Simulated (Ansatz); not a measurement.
**CuI: band gap against strain**

CuI (zinc blende, F-43m, 27.309 Å³/atom at rest) under an equal strain ε in the (111) plane with the normal axis free, as in a coherent film. r2SCAN in Ansatz, a plane-wave DFT program (PAW, default set), 500 eV, 10×10×10 Γ-centred mesh, Fermi-Dirac smearing 0.05 eV; ions are relaxed within the symmetry of each cell. Gaps are the smallest over the k-mesh and a band path, without spin-orbit coupling; in all rows the valence edge lies at Γ and the conduction edge at Γ.

Here s stands for strain and Eg for gap.

```
strain (%)  gap (eV)
----------  --------
-2.50              ?
-1.25          1.698
-0.83          1.690
-0.42          1.680
0.00           1.669
```

The 4 complete rows are fitted with a straight line, Eg against s. Means: s -0.62500, Eg 1.6843. About the means, the sum of products is -0.020175 and the sum of squares of s is 0.86530; the slope is their ratio. Least squares gives Eg = 1.6697 - 0.02332·s. Residuals (row less fit): -0.0009, 0.0009, 0.0005, -0.0007; standard error 0.0011 (degrees of freedom: 2). Over these rows the gap moves by -2.3 ± 0.1 eV per unit strain.

Estimate the missing Eg (s = -2.50); what did the run itself give?

Eg = 1.6697 - 0.02332 × (-2.50) = 1.7280 eV. The calculation gives 1.709 eV, 0.0190 eV below the prediction (47.5 % of the range of Eg in the table). The row lies outside the fitted rows, so this is an extrapolation. From the scatter of the fitted rows alone, a prediction at this place has a standard error of 0.0025 eV, so the miss is 7.6 times that.

One order more, fitted to all 7 runs of the series, follows each within 0.001, so the miss is the next term of a smooth law. Spin-orbit coupling is left out, which can shift this property for CuI. Rows are the converged runs of the series near zero and its far end; series whose fitted rows scatter by over a few per cent of the range, as at a crossing or softening among them, aren't shown in this form. Most that stay on the fit to the last digits aren't either.
